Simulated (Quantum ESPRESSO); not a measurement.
Quantum ESPRESSO run on Co3Si (P6_3/mmc, 8 atoms in the cell): self-consistent single point.

Method: PBEsol, PSlibrary ultrasoft (PBE) pseudopotentials (plane waves; Quantum ESPRESSO).

```
CELL_PARAMETERS angstrom
      4.97647     0.00000     0.00000
     -2.48823     4.30975     0.00000
      0.00000     0.00000     3.97279
ATOMIC_POSITIONS crystal
  Co 0.16748 0.33495 0.75000
  Co 0.83252 0.66505 0.25000
  Co 0.83252 0.16748 0.25000
  Co 0.16748 0.83252 0.75000
  Co 0.66505 0.83252 0.75000
  Co 0.33495 0.16748 0.25000
  Si 0.66667 0.33333 0.75000
  Si 0.33333 0.66667 0.25000
```

Reference input (self-consistent single point, DFT, PBEsol, plane waves, PSlibrary ultrasoft (PBE) pseudopotentials): ecutwfc = 50 Ry; ecutrho = 300 Ry; occupations = smearing; smearing = cold; degauss = 0.0036749 Ry; input_dft = pbesol; potentials = {Co: Co.pbe-n-rrkjus_psl.1.0.0.UPF, Si: Si.pbe-n-rrkjus_psl.1.0.0.UPF}; K_POINTS = automatic 5 5 6 0 0 0; conv_thr = 1e-10 Ry; mixing_beta = 0.5. This run's input differs from it in these lines:

```diff
@@ -38,3 +38,3 @@
 K_POINTS automatic
-5 5 6  0 0 0
+6 6 7  0 0 0
```

Output, abridged:

```
     Self-consistent Calculation

     iteration #  1     ecut=    50.00 Ry     beta= 0.50

     Threshold (ethr) on eigenvalues was too large:
     Diagonalizing with lowered threshold

     total energy              =    -477.73712922 Ry
     estimated scf accuracy    <       0.14502325 Ry

     iteration #  2     ecut=    50.00 Ry     beta= 0.50

     total energy              =    -477.75607551 Ry
     estimated scf accuracy    <       0.01857982 Ry

     iteration #  3     ecut=    50.00 Ry     beta= 0.50

     total energy              =    -477.76016173 Ry
     estimated scf accuracy    <       0.00796130 Ry

   [... 9 blocks of this kind left out ...]

     iteration # 13     ecut=    50.00 Ry     beta= 0.50

     total energy              =    -477.76236336 Ry
     estimated scf accuracy    <          1.1E-10 Ry

     iteration # 14     ecut=    50.00 Ry     beta= 0.50
     End of self-consistent calculation

     the Fermi energy is    14.2046 ev

!    total energy              =    -477.76236336 Ry
     estimated scf accuracy    <          1.7E-11 Ry
     smearing contrib. (-TS)   =       0.00022831 Ry
     internal energy E=F+TS    =    -477.76259167 Ry

     convergence has been achieved in  14 iterations

     Forces acting on atoms (cartesian axes, Ry/au):

     atom    1 type  1   force =     0.00000000   -0.00885095   -0.00000000
     atom    2 type  1   force =     0.00000000    0.00885095   -0.00000000
     atom    3 type  1   force =     0.00766515   -0.00442548    0.00000000
     atom    4 type  1   force =    -0.00766515    0.00442548   -0.00000000
     atom    5 type  1   force =     0.00766515    0.00442548    0.00000000
   [... lines left out ...]

     Total force =     0.021680     Total SCF correction =     0.000004

          total   stress  (Ry/bohr**3)                   (kbar)     P=     -138.43
  -0.00092418   0.00000000   0.00000000         -135.95        0.00        0.00
   0.00000000  -0.00092418  -0.00000000            0.00     -135.95       -0.00
   0.00000000  -0.00000000  -0.00097475            0.00       -0.00     -143.39

   JOB DONE.
```

The run converged in 14 iterations. Against the reference run the free energy hardly moves (within 1 meV/atom), the pressure hardly changes (-13.76 to -13.84 GPa) and the largest force goes from 0.242 to 0.228 eV/Å.

The starting cell comes from a database of computed structures (which also holds hypothetical and non-ambient phases and stackings), without a prior relaxation at this level. Spin polarisation is off. With a pressure of about -14 GPa the cell is away from its equilibrium volume at this level.

Cost on one core of a shared machine: roughly 2 min.
